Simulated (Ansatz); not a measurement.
Input and output of a self-consistent single point for Re (P6_3/mmc, 2 atoms in the cell) (Ansatz, an electronic-structure program).

Method: PBE (plane waves, PAW; Ansatz).

The change in words: lattice scaled by 0.98. Reference geometry:
```xyz
2
Lattice="1.3912 -2.4096 0.0000 1.3912 2.4096 0.0000 0.0000 0.0000 4.4961" Properties=species:S:1:pos:R:3 pbc="T T T"
Re     1.3912     0.8032     1.1240
Re     1.3912    -0.8032     3.3721
```

Reference input (self-consistent single point, DFT, PBE, plane waves, default PAW files): kpoints.mp_grid.grid = 14 14 7; hamiltonian.xc = pbe; hamiltonian.pseudopotentials = {kind: paw} (the program's default PAW files); scf.occupations.method = gaussian; scf.occupations.width = 0.1 eV. This run's input differs from it in these lines:

```diff
@@ -3,5 +3,5 @@
   lattice:
-    - [1.391178, -2.409591, 0.000000]
-    - [1.391178, 2.409591, 0.000000]
-    - [0.000000, 0.000000, 4.496126]
+    - [1.363354, -2.361399, 0.000000]
+    - [1.363354, 2.361399, 0.000000]
+    - [0.000000, 0.000000, 4.406203]
   atoms:
```

Log, with long lists cut:

```
SCF iter   1: F=—  HF=-21736.057860 eV  |F-HF|=—  |Δ(HF+E_count)|=         —  Δρ=8.14e-3  dr2=6.29e-3  ethr=1.77e-3  ⟨swp⟩=5.3  Hψ=8185  notcnv=0
all-band conjugate gradients solve this SCF's bands
preconditioner: auto → none
SCF iter   2: F=—  HF=-21736.060141 eV  |F-HF|=—  |Δ(HF+E_count)|=   2.28e-3  Δρ=4.86e-3  dr2=2.37e-3  ethr=2.10e-5  ⟨swp⟩=1.4  Hψ=2720  notcnv=0
SCF iter   3: F=—  HF=-21736.061184 eV  |F-HF|=—  |Δ(HF+E_count)|=   1.04e-3  Δρ=2.69e-4  dr2=7.88e-6  ethr=7.90e-6  ⟨swp⟩=2.7  Hψ=2530  notcnv=0
SCF iter   4: F=—  HF=-21736.061137 eV  |F-HF|=—  |Δ(HF+E_count)|=   4.69e-5  Δρ=7.06e-5  dr2=8.61e-7  ethr=2.63e-8  ⟨swp⟩=2.0  Hψ=3082  notcnv=0
iter 5 did not close the SCF: its close was put off for the readings that it lacked (scf_convergence_deferred on its scf_iter line)
SCF iter   5: F=-21736.061137 eV  HF=-21736.061137 eV  |F-HF|=3.04e-9  |Δ(HF+E_count)|=   1.24e-7  Δρ=1.08e-5  dr2=1.20e-8  ethr=2.87e-9  ⟨swp⟩=2.0  Hψ=2995  notcnv=0
SCF iter   6: F=-21736.061137 eV  HF=-21736.061137 eV  |F-HF|=5.09e-11  |Δ(HF+E_count)|=   5.06e-9  Δρ=2.11e-6  dr2=3.49e-10  ethr=4.01e-11  ⟨swp⟩=2.2  Hψ=5791  notcnv=0
SCF 1 converged in 6 iterations: F = -21736.061137 eV  dr2 = 3.49e-10
Free energy (F): -21736.061137 eV
Internal energy: -21736.054709 eV  (E = F + TS)
E sigma→0 (E₀):  -21736.057923 eV
Entropy (-TS):   -0.006428 eV (-3.214 meV/atom)
Fermi energy:    24.994426 eV
--- Forces (eV/Å), atoms counted from 1 ---
  atom   1  Re    -0.00000000     0.00000000    -0.00000000
  atom   2  Re     0.00000000     0.00000000     0.00000000
--- Stress (GPa, compression-positive) ---
       21.704603       0.000000       0.000000
        0.000000      21.704603       0.000000
        0.000000       0.000000      21.520514
  P = ⅓ Tr σ = 21.6432 GPa (216.432 kbar)
  The stress holds the Pulay correction. Without it, at fixed plane waves, as pw.x and ABINIT print it: P = 21.4596 GPa
```

The run converged in 6 iterations. Against the reference run the free energy goes up by 48.5 meV/atom and the pressure goes from -2.79 to 21.64 GPa.

The starting cell has typed, rounded lattice constants, without a prior relaxation at this level. Its lattice was rescaled by a random factor within 2.5 % of one. For this run, on top of that: lattice scaled by 0.98. Spin polarisation is off. With a pressure of about 22 GPa the cell is away from its equilibrium volume at this level. Ansatz's pressure includes its estimate of the finite-basis (Pulay) stress.

Keys are those of Ansatz 0.2.
